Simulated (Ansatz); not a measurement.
C on the N site + O on the N site in wurtzite GaN: one set of geometries, relaxed with PBE, evaluated in Ansatz (PAW, plane waves to 420 eV, 500 eV under r2SCAN) with PBE, r2SCAN.

Cell and caveats: 96-site cell; 2×2×2 shifted k-points; start: the N site; N 3.21 Å away; energies good to tenths of an eV; relaxed from one start, so a lower configuration may exist; flagged in the runs: a host whose relaxation on this sampling wasn't shown to rest.

| quantity | PBE | r2SCAN |
|---|---|---|
| host gap (eV) | 1.71 | [?] |
| ε(+1/0) above the VBM (eV) | not bound | not settled |
| carrier at charge +1 | hole in a host band | not settled |

Given the lower rungs, what does r2SCAN give?


- host gap (eV), r2SCAN: 2.12

"Not bound" means that the carrier spreads over host band states in this cell; a shallow level, bound over tens of ångströms, can't be resolved here.

Ansatz is an electronic-structure program.
